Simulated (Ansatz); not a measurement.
Defect migration in fcc Ag: Ag vacancy, neutral cell. All values below come from PBE, PAW (plane waves to 420 eV; Ansatz, a first-principles code).

Cell of 32 host sites held at the relaxed PBE lattice; a 2×2×2 k-point mesh shifted by half a step; Fermi-Dirac width 0.10 eV, spin-restricted; finite-size errors left in. No zero-point or tunnelling terms. Forms of the defect that were not tried may lie lower.

Barriers: single points on a 4×4×4 k-point mesh shifted by half a step at the bands' geometries (they differ from the bands' own by up to 0.07 eV, and are uncertain by about as much).

Relaxed starting cell (atoms counted from 1):

```yaml
crystal:
  lattice:
    - [8.29686, 0.00000, 0.00000]
    - [0.00000, 8.29686, 0.00000]
    - [0.00000, 0.00000, 8.29686]
  atoms:
    - { symbol: Ag, position: [0.99945, 0.99997, 0.50169] }
    - { symbol: Ag, position: [0.99968, 0.49997, 0.00168] }
    - { symbol: Ag, position: [0.99959, 0.49995, 0.50169] }
    - { symbol: Ag, position: [0.49955, 0.99999, 0.00177] }
    - { symbol: Ag, position: [0.49982, 0.99995, 0.50163] }
    - { symbol: Ag, position: [0.49946, 0.49999, 0.00169] }
    - { symbol: Ag, position: [0.49965, 0.49999, 0.50168] }
    - { symbol: Ag, position: [0.99960, 0.24859, 0.25042] }
    - { symbol: Ag, position: [0.99964, 0.24853, 0.75290] }
    - { symbol: Ag, position: [0.99960, 0.75132, 0.25047] }
    - { symbol: Ag, position: [0.99961, 0.75143, 0.75291] }
    - { symbol: Ag, position: [0.49962, 0.24909, 0.25064] }
    - { symbol: Ag, position: [0.49955, 0.24912, 0.75274] }
    - { symbol: Ag, position: [0.49961, 0.75088, 0.25064] }
    - { symbol: Ag, position: [0.49965, 0.75083, 0.75278] }
    - { symbol: Ag, position: [0.24830, 0.99997, 0.25047] }
    - { symbol: Ag, position: [0.24838, 0.99989, 0.75278] }
    - { symbol: Ag, position: [0.24871, 0.49993, 0.25071] }
    - { symbol: Ag, position: [0.24870, 0.50000, 0.75262] }
    - { symbol: Ag, position: [0.75097, 0.00010, 0.25010] }
    - { symbol: Ag, position: [0.75089, 0.99997, 0.75325] }
    - { symbol: Ag, position: [0.75051, 0.49988, 0.25075] }
    - { symbol: Ag, position: [0.75052, 0.50006, 0.75260] }
    - { symbol: Ag, position: [0.24800, 0.24831, 0.00160] }
    - { symbol: Ag, position: [0.24881, 0.24905, 0.50165] }
    - { symbol: Ag, position: [0.24796, 0.75164, 0.00170] }
    - { symbol: Ag, position: [0.24878, 0.75085, 0.50167] }
    - { symbol: Ag, position: [0.75114, 0.24872, 0.00163] }
    - { symbol: Ag, position: [0.75041, 0.24898, 0.50179] }
    - { symbol: Ag, position: [0.75111, 0.75126, 0.00172] }
    - { symbol: Ag, position: [0.75044, 0.75097, 0.50159] }
```

End state 1 differs by these moves (Å; atoms that move under 0.08 Å are left out):

```
atom  element    Δx    Δy     Δz
----  -------  ----  ----  -----
10         Ag  0.00  2.04  -2.04
```

Q: Predict the forward and backward barriers to end state 1 from PBE, PAW.

A: forward 0.59 eV, backward 0.59 eV; at the saddle point atom 10 has neighbours 4 Ag at 2.71, 4 Ag at 3.19 Å. The saddle point's order was not checked, and it lies on a symmetry element of the cell, where a band can be held.
